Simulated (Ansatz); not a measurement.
## SiO2: response to strain

Start from SiO$_{2}$ in the rutile structure (space group P4_2/mnm, No. 136; a = 4.2359 Å, c = 2.6899 Å).

Strains are applied to the cell and any free atomic positions relax.

Calculations: DFT with PBE, PAW potentials and a 420 eV plane-wave cutoff in Ansatz (a quantum-chemistry and plane-wave program), no spin-orbit coupling, earlier PAW set.

Notes on the quantities. pressure: mean of the normal stresses, compression positive.

```csv
isotropic strain (%),pressure (GPa)
-0.91,8.1
-0.62,?
0,0.0
0.92,-7.2
1.9,-13.8
```

Task: Fit P = P₀ − Bδ + Cδ² with δ = (1 + ε)³ − 1 to the rows shown and predict the withheld row.

Result: Least squares on the printed values gives P₀ = 0.0 GPa, B = 279 GPa (at held cell shape), C = 717 GPa (largest residual 0.0 GPa); this predicts 5.4 GPa, and the run gives 5.4 GPa, in agreement.

No phonon test of stability was made.
